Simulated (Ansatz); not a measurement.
**Effect of biaxial strain −0.50 %, plane normal [001], relaxed out of plane on Ru**

Take Ru in the hcp (Mg type) structure (space group P6_3/mmc, No. 194; a = 2.6756 Å, c = 4.2237 Å; relaxed with 0.1 eV smearing) as the base. Axes: x lies along a and z along c of the hexagonal cell.

Perturbation: compressive biaxial strain of 0.50 % in the plane normal to [001], as in epitaxy on a mismatched substrate; the out-of-plane cell vector and the atoms relax.

Level of theory: LDA (Ansatz, an electronic-structure program), no spin-orbit coupling. k-mesh 25×25×14 (Γ-centred); smearing 0.1 eV (Fermi–Dirac).

The volume per atom decreases by 0.095 Å³ (13.09 Å³ → 13.00 Å³) and the space group is still P6_3/mmc (No. 194). The shortest interatomic distance stays 261.7 pm and the pressure (mean of the normal stresses, compression positive) goes from zero to 2.6 GPa. The band gap remains zero and the out-of-plane strain comes out as +0.27 %.

Final structure (turned so that z lies along the plane normal):

```
CELL_PARAMETERS angstrom
      2.66220     0.00000     0.00000
      1.33110     2.30553     0.00000
      0.00000     0.00000     4.23529
ATOMIC_POSITIONS crystal
  Ru 0.66667 0.66667 0.75000
  Ru 0.33333 0.33333 0.25000
```

No phonon test of stability was made. The final runs are not spin-polarised.
